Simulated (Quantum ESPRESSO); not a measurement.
A short convergence ladder for Hf (P6_3/mmc, 2 atoms in the cell)

```yaml
crystal:
  lattice:
    - [3.20595, 0.00000, 0.00000]
    - [-1.60298, 2.77643, 0.00000]
    - [0.00000, 0.00000, 5.07525]
  atoms:
    - { symbol: Hf, position: [0.33333, 0.66667, 0.25000] }
    - { symbol: Hf, position: [0.66667, 0.33333, 0.75000] }
```

Base method: PBE, SSSP 1.1.2 efficiency (PBE) pseudopotentials (plane waves; Quantum ESPRESSO).

Base settings: ecutwfc = 60 Ry; occupations = smearing; smearing = fd; degauss = 0.0073499 Ry; potentials = {Hf: Hf-sp.oncvpsp.upf}; K_POINTS = automatic 8 8 5 0 0 0; conv_thr = 1e-10 Ry.

Core times come from one kind of shared machine, to one figure; runs under 30 s give none.

**Zone-centre phonons against the mesh**

In this ladder: ph.x.tr2_ph = 1e-14; ph.x.fildyn = dyn.G; dynmat.x.fildyn = dyn.G; dynmat.x.asr = simple.

Frequencies are those of the unrelaxed cell, without the LO-TO term of polar crystals.

Only quantities that move along the ladder and can be compared are tabulated.

| K_POINTS | highest zone-centre frequency (cm⁻¹) | core time / last (rough) |
|---|---|---|
| automatic 3 3 2 0 0 0 | 109.2 | 0.1 |
| automatic 5 5 3 0 0 0 | 111.3 | 0.2 |
| automatic 7 7 4 0 0 0 | 104.1 | 0.4 |
| automatic 11 11 6 0 0 0 | 100.8 | 1 |

Coarsest K_POINTS that holds the highest zone-centre frequency within 5 cm⁻¹: not settled: the last two steps still differ by 3.4 cm⁻¹, over half the tolerance, so the ladder does not show it.

On the base run: the starting cell has typed, rounded lattice constants, without a prior relaxation at this level. Its lattice was rescaled by up to half a per cent.
